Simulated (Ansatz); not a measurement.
Take C in the diamond structure (space group Fd-3m, No. 227; a = 3.5317 Å) as the base. Axes: x, y, z lie along the cube axes.

Level of theory: Ansatz (a quantum-chemistry and plane-wave program) LDA, no SOC.

Base values:

| Property | Value |
|---|---|
| Pressure | 0.00 GPa |
| Valence-band top at Γ | 0.00, 0.00, 0.00 eV |
| Smallest direct gap | 5.62 eV |

The change: compressive biaxial strain of 1.67 % in the plane normal to [111], as in epitaxy on a mismatched substrate; the out-of-plane cell vector and the atoms relax.

**Question.** What does the calculation give for the pressure after the change?

**Answer.** The pressure (mean of the normal stresses, compression positive) goes from zero to 15.85 GPa.

**Question.** What happens to the valence-band top at Γ?

**Answer.** The valence-band top at Γ (three highest levels, from the VBM) goes from 0.00, 0.00, 0.00 eV to 0.00, 0.00, -0.11 eV.

**Question.** Predict the new energy relative to the base.

**Answer.** The energy grows by 13 meV/atom.

**Question.** What does the calculation give for the out-of-plane strain after the change?

**Answer.** The out-of-plane strain comes out as +0.20 %.

**Question.** How does this affect the smallest direct gap?

**Answer.** The smallest direct gap decreases by 0.32 eV to 5.30 eV.

No phonon test of stability was made.
